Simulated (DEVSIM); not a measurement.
Structure: W/SiON/p-Si capacitor, at 300 K.

| layer (left to right) | material | thickness (nm) | Na (cm⁻³) |
|---|---|---|---|
| 1 | SiON | 4.70 | - |
| 2 | Si | 9000 | 4.1e15 |

Metal gate on the left, work function 4.6 eV. Fixed charge at the semiconductor interface -8.2e10 cm⁻² (in units of +e); no interface traps.

This is a model device: material constants are rounded textbook-type values typed into the input, and sizes, dopings and lifetimes were drawn at random. Values at 300 K.

```tsv
parameter	SiON	Si
gap (eV)	7	1.124
affinity (eV)	1.4	4.05
permittivity	5.5	11.7
Nc (cm⁻³)	-	2.86e19
Nv (cm⁻³)	-	3.1e19
```

DEVSIM, 1D Poisson equation in equilibrium, Boltzmann statistics, complete ionisation; no quantum confinement or tunnelling. Metal contacts follow the ideal Schottky-Mott rule: no Fermi-level pinning, no interface dipoles.

**Question.** Tabulate band edges, carrier densities and field at 0.1 V on the gate.

**Answer.** Energies count from the Fermi level of the right contact; mesh points crowd at the junctions.

```json
[
 {"x (μm)": "0.000", "Ec (eV)": "3.100", "Ev (eV)": "-3.900", "n (cm⁻³)": "< 1e2", "p (cm⁻³)": "< 1e2", "field (V/cm)": "74000"},
 {"x (μm)": "0.001231", "Ec (eV)": "3.109", "Ev (eV)": "-3.891", "n (cm⁻³)": "< 1e2", "p (cm⁻³)": "< 1e2", "field (V/cm)": "74000"},
 {"x (μm)": "0.002942", "Ec (eV)": "3.122", "Ev (eV)": "-3.878", "n (cm⁻³)": "< 1e2", "p (cm⁻³)": "< 1e2", "field (V/cm)": "74000"},
 {"x (μm)": "0.004353", "Ec (eV)": "3.132", "Ev (eV)": "-3.868", "n (cm⁻³)": "< 1e2", "p (cm⁻³)": "< 1e2", "field (V/cm)": "74000"},
 {"x (μm)": "0.006157", "Ec (eV)": "0.488", "Ev (eV)": "-0.636", "n (cm⁻³)": "1.8e11", "p (cm⁻³)": "6.4e8", "field (V/cm)": "22000"},
 {"x (μm)": "0.009647", "Ec (eV)": "0.496", "Ev (eV)": "-0.628", "n (cm⁻³)": "1.4e11", "p (cm⁻³)": "8.6e8", "field (V/cm)": "22000"},
 {"x (μm)": "0.01779", "Ec (eV)": "0.513", "Ev (eV)": "-0.611", "n (cm⁻³)": "6.9e10", "p (cm⁻³)": "1.7e9", "field (V/cm)": "21000"},
 {"x (μm)": "0.04715", "Ec (eV)": "0.572", "Ev (eV)": "-0.552", "n (cm⁻³)": "6.9e9", "p (cm⁻³)": "1.7e10", "field (V/cm)": "19000"},
 {"x (μm)": "0.1053", "Ec (eV)": "0.674", "Ev (eV)": "-0.450", "n (cm⁻³)": "1.4e8", "p (cm⁻³)": "8.6e11", "field (V/cm)": "16000"},
 {"x (μm)": "0.2331", "Ec (eV)": "0.823", "Ev (eV)": "-0.301", "n (cm⁻³)": "430000", "p (cm⁻³)": "2.7e14", "field (V/cm)": "7700"},
 {"x (μm)": "0.5391", "Ec (eV)": "0.892", "Ev (eV)": "-0.232", "n (cm⁻³)": "29000", "p (cm⁻³)": "4.0e15", "field (V/cm)": "140"},
 {"x (μm)": "1.642", "Ec (eV)": "0.893", "Ev (eV)": "-0.231", "n (cm⁻³)": "28000", "p (cm⁻³)": "4.1e15", "field (V/cm)": "≈ 0"},
 {"x (μm)": "3.828", "Ec (eV)": "0.893", "Ev (eV)": "-0.231", "n (cm⁻³)": "28000", "p (cm⁻³)": "4.1e15", "field (V/cm)": "≈ 0"},
 {"x (μm)": "6.721", "Ec (eV)": "0.893", "Ev (eV)": "-0.231", "n (cm⁻³)": "28000", "p (cm⁻³)": "4.1e15", "field (V/cm)": "≈ 0"},
 {"x (μm)": "8.259", "Ec (eV)": "0.893", "Ev (eV)": "-0.231", "n (cm⁻³)": "28000", "p (cm⁻³)": "4.1e15", "field (V/cm)": "≈ 0"},
 {"x (μm)": "8.686", "Ec (eV)": "0.893", "Ev (eV)": "-0.231", "n (cm⁻³)": "28000", "p (cm⁻³)": "4.1e15", "field (V/cm)": "≈ 0"},
 {"x (μm)": "8.869", "Ec (eV)": "0.893", "Ev (eV)": "-0.231", "n (cm⁻³)": "28000", "p (cm⁻³)": "4.1e15", "field (V/cm)": "≈ 0"},
 {"x (μm)": "8.947", "Ec (eV)": "0.893", "Ev (eV)": "-0.231", "n (cm⁻³)": "28000", "p (cm⁻³)": "4.1e15", "field (V/cm)": "≈ 0"},
 {"x (μm)": "8.987", "Ec (eV)": "0.893", "Ev (eV)": "-0.231", "n (cm⁻³)": "28000", "p (cm⁻³)": "4.1e15", "field (V/cm)": "≈ 0"},
 {"x (μm)": "8.998", "Ec (eV)": "0.893", "Ev (eV)": "-0.231", "n (cm⁻³)": "28000", "p (cm⁻³)": "4.1e15", "field (V/cm)": "≈ 0"},
 {"x (μm)": "9.002", "Ec (eV)": "0.893", "Ev (eV)": "-0.231", "n (cm⁻³)": "28000", "p (cm⁻³)": "4.1e15", "field (V/cm)": "≈ 0"},
 {"x (μm)": "9.005", "Ec (eV)": "0.893", "Ev (eV)": "-0.231", "n (cm⁻³)": "28000", "p (cm⁻³)": "4.1e15", "field (V/cm)": "≈ 0"}
]
```
